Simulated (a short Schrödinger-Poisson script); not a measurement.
Symmetric double-gate stack, Al2O3 on p-type GaN

Stack: symmetric double-gate stack, Al2O3 on p-type GaN, at 300 K.

```
layer  material  thickness (nm)  Na (cm⁻³)
-----  --------  --------------  ---------
1         Al2O3               5          -
2           GaN               2       1e17
3         Al2O3               5          -
```

The device is made up for the run: typed textbook-type constants, with dimensions and the other settings drawn at random. Al2O3: permittivity 9, conduction-band edge (eV) 2.75, gap (eV) 6.8, electron mass (mₑ) 0.3. GaN: permittivity 9.5, conduction-band edge (eV) 0, gap (eV) 3.43, Nv at 300 K (cm⁻³) 4.6e19.

Channel valleys (confinement mass, in-plane density-of-states mass, number): Γ 0.2, 0.2, 1. At the gates, both at one voltage, the conduction-band edge of layer 1 lies 3.09 eV − eVg above the Fermi level of the channel. Gaps are held at their typed values at every temperature. Mesh 0.03 nm at interfaces.

Solved with a short Schrödinger-Poisson script written for these runs: 1D Poisson equation in equilibrium, electrons quantum, Hartree (BenDaniel-Duke, 12 states a valley, the channel's in-plane mass for all, wave functions free to enter the dielectric), parabolic valleys, classical holes, full ionisation, no traps, pinning or gate leakage.

```
Vg (V)  electrons (cm⁻²)  C (μF/cm²)  Γ E0 (meV)  Γ E1 (meV)
------  ----------------  ----------  ----------  ----------
0.3               1.34e7     < 0.003       310.1      1109.8
0.4               6.38e8     0.00403       210.1      1009.8
0.5              2.86e10       0.169       111.6       911.3
0.6              4.77e11        1.40        36.1       835.0
0.7              1.60e12        2.07        -2.5       794.5
0.8              2.97e12        2.27       -28.0       766.7
0.9              4.41e12        2.35       -49.2       743.0
1                5.89e12        2.38       -68.7       721.0
1.1              7.38e12        2.40       -87.5       699.7
1.2              8.88e12        2.40      -105.8       678.8
1.3              1.04e13        2.41      -124.0       658.1
1.4              1.19e13        2.41      -142.1       637.5
1.5              1.34e13        2.41      -160.2       616.9
1.6              1.49e13        2.41      -178.2       596.3
1.7              1.64e13        2.41      -196.3       575.8
1.8              1.79e13        2.41      -214.3       555.2
```

Gate voltages with under 1e6 electrons/cm² are left out.

Subbands count from the Fermi level. The capacitance is that of both gates.

In real p-type GaN the Mg acceptor is only partly ionised, and so wide a gap doesn't supply an inversion layer without source and drain.
